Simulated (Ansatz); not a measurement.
Output of an Ansatz run (abridged):

```
WARN the atoms were moved onto the symmetric positions of the space group found under crystal.symmetry.tolerance 1.0e-5 (fractional …
WARN ansatz: RAYON_NUM_THREADS=1 ignored (pool sized by the plan → 1); use --threads N
Pseudopotentials: kind: paw
Pseudopotential: Ti, paw, valence charge 12
Crystal: 2 atoms, lattice volume = 34.745 Å³
Basis set: ecut = 420.4159175005146 eV, 687 PW (Γ)
Bands: 16, of which v1, the nominal top of the filled ones, is band 12 counted from 1 (11 counted from 0)
Symmetry: 12 space group operations
Space group: P-3m1 (ITA 164), of the structure as read, at distance tolerance 3.3e-5 Å
k-points: 126 of 1183
PAW frozen core: Ti, regenerated for the run's functional, and the local potential with it
Initial density: superposition of atomic densities (neutral atoms: chi_scale 0, normalization atom), corrected by the library's trained network
Initial wavefunctions: pseudopotential atomic-orbital guess
Eigensolver: davidson
Functional: x = slater, c = lda
SCF iter   1: F=—  HF=-4900.567051 eV  |F-HF|=—  |Δ(HF+E_count)|=         —  Δρ=6.21e-3  dr2=5.80e-3  ethr=1.77e-3  ⟨swp⟩=4.5  Hψ=18936  notcnv=0
all-band conjugate gradients solve this SCF's bands
automatic band count: the SCF goes on with 20 bands, as 16 were too few: the levels above may hold too much charge
preconditioner: auto → none
SCF iter   2: F=—  HF=-4900.565689 eV  |F-HF|=—  |Δ(HF+E_count)|=   1.36e-3  Δρ=3.15e-3  dr2=1.48e-3  ethr=2.42e-5  ⟨swp⟩=1.0  Hψ=3528  notcnv=0
SCF iter   3: F=—  HF=-4900.565690 eV  |F-HF|=—  |Δ(HF+E_count)|=   1.08e-6  Δρ=4.17e-4  dr2=1.14e-4  ethr=6.16e-6  ⟨swp⟩=2.5  Hψ=3450  notcnv=0
SCF iter   4: F=—  HF=-4900.565701 eV  |F-HF|=—  |Δ(HF+E_count)|=   1.12e-5  Δρ=3.08e-4  dr2=1.28e-4  ethr=4.76e-7  ⟨swp⟩=2.0  Hψ=3156  notcnv=0
SCF iter   5: F=—  HF=-4900.565671 eV  |F-HF|=—  |Δ(HF+E_count)|=   2.99e-5  Δρ=1.25e-5  dr2=4.33e-8  ethr=4.76e-7  ⟨swp⟩=2.0  Hψ=2981  notcnv=0
SCF iter   6: F=—  HF=-4900.565670 eV  |F-HF|=—  |Δ(HF+E_count)|=   7.81e-7  Δρ=4.08e-6  dr2=3.90e-9  ethr=1.80e-10  ⟨swp⟩=2.4  Hψ=8504  notcnv=0
SCF iter   7: F=-4900.565670 eV  HF=-4900.565670 eV  |F-HF|=1.18e-11  |Δ(HF+E_count)|=  5.95e-10  Δρ=3.56e-7  dr2=1.84e-11  ethr=1.63e-11  ⟨swp⟩=1.6  Hψ=7075  notcnv=0
SCF 1 converged in 7 iterations: F = -4900.565670 eV  dr2 = 1.84e-11
SCF converged after 7 iterations
Free energy (F): -4900.565670 eV
Harris-Foulkes:  -4900.565670 eV  (|F-HF|=1.18e-11)
Internal energy: -4900.487550 eV  (E = F + TS)
E sigma→0 (E₀):  -4900.526610 eV
Entropy (-TS):   -0.078120 eV (-39.060 meV/atom)
Fermi energy:    13.037932 eV
--- Per-component energies (eV) ---
  E_band       = -316.747950
  E_kinetic    = 544.173456
  E_local      = -1635.806621  (includes V_loc(G=0)·N_el)
  E_nonlocal   = 24.142549
  E_hartree    = 668.322722
  E_xc         = -192.896379
  E_vxc        = -242.719961  (∫ρ·V_xc dr)
  E_paw        = -1997.875600  (= ΣΔE_a)
  E_vpaw       = -343.182960  (= ΣTr[D̂ρ^β])
  E_aug_tail   = 0.000190  (compensation charges beyond the density's cutoff)
  E_ewald      = -2311.199767
  E_core_change = 0.651901  (= ΣΔE_core)
  E_smearing   = -0.078120  (= −TS)
  E_closure    = 0.000000  (closes the sum)
  Σ components = -4900.565670   (vs F -4900.565670, Δ=0.00e0)
--- Forces (eV/Å), atoms counted from 1 ---
  atom   1  Ti     0.00000000    -0.00000000    -0.12084246
  atom   2  Ti     0.00000000     0.00000000     0.12084246
  max |Σ_I F_I| component: 3.70e-17 eV/Å
--- Stress (GPa, compression-positive) ---
       -8.086552       0.000000      -0.000000
        0.000000      -8.086552      -0.000000
       -0.000000      -0.000000      -8.316485
  P = ⅓ Tr σ = -8.1632 GPa (-81.632 kbar)
  The stress holds the Pulay correction. Without it, at fixed plane waves, as pw.x and ABINIT print it: P = -8.1964 GPa
--- Band table (eV; the first three rows and the last of 126) ---
  k-point 0: bands = ["-43.1766", "-43.0310", "-20.0891", "-19.4343", "-19.4343", "-19.3552", "-19.3294", "-19.3294", "6.9442", "10.3840", "13.7971", "13.8067", "13.8067", "14.0594", "14.2876", "14.2876", "14.6781", "14.6781", "16.2069", "16.2069"]
  k-point 1: bands = ["-43.1697", "-43.0381", "-20.0546", "-19.4293", "-19.4293", "-19.3926", "-19.3345", "-19.3345", "7.1161", "10.3002", "13.5622", "13.7307", "13.7307", "13.9087", "14.2042", "14.2042", "14.8563", "14.8563", "16.2146", "16.2146"]
  k-point 2: bands = ["-43.1504", "-43.0578", "-19.9576", "-19.4961", "-19.4154", "-19.4154", "-19.3485", "-19.3485", "7.6111", "9.9423", "13.1263", "13.6421", "13.6434", "13.6434", "14.0005", "14.0005", "15.2445", "15.2445", "16.1754", "16.1754"]
  k-point 125: bands = ["-43.0209", "-43.0171", "-19.9055", "-19.8986", "-19.7342", "-19.6733", "-19.4686", "-19.4575", "11.5637", "11.6584", "12.0901", "12.2342", "12.8366", "12.9468", "14.5344", "14.9272", "16.1924", "16.3102", "19.3309", "19.6201"]
```

The structure:

```xyz
2
Lattice="1.4676 -2.5420 0.0000 1.4676 2.5420 0.0000 0.0000 0.0000 4.6566" Properties=species:S:1:pos:R:3 pbc="T T T"
Ti     1.4676     0.8473     1.2141
Ti     1.4676    -0.8473     3.4924
```

Write an input that gives this output.

Other spellings and defaults could give the same log, and not every line can be read from it. The input that was run (DFT, LDA (PW92), plane waves, default PAW files made with PBE):

Ansatz 0.2 input:
```yaml
crystal:
  lattice:
    - [1.46762500, -2.54200100, 0.00000000]
    - [1.46762500, 2.54200100, 0.00000000]
    - [0.00000000, 0.00000000, 4.65660000]
  atoms:
    - { symbol: Ti, position: [0.33333300, 0.66666700, 0.26073700] }
    - { symbol: Ti, position: [0.66666700, 0.33333300, 0.75000000] }
basis:
  ecutwfc: 30.9 Ry
kpoints:
  mp_grid:
    grid: [13, 13, 7]
hamiltonian:
  xc: lda
  pseudopotentials:
    kind: paw
scf:
  occupations:
    method: fermi_dirac
    width: 0.0073 Ry
output:
  forces: true
  eigenvalues: true
  stress: true
```

The starting cell has typed, rounded lattice constants, without a prior relaxation at this level. Its lattice was rescaled by up to half a per cent. One atom was moved a little off its site on purpose. Spin polarisation is off. With a pressure of about -8 GPa the cell is away from its equilibrium volume at this level. Ansatz's pressure includes its estimate of the finite-basis (Pulay) stress.

Ansatz is a quantum-chemistry and plane-wave program.
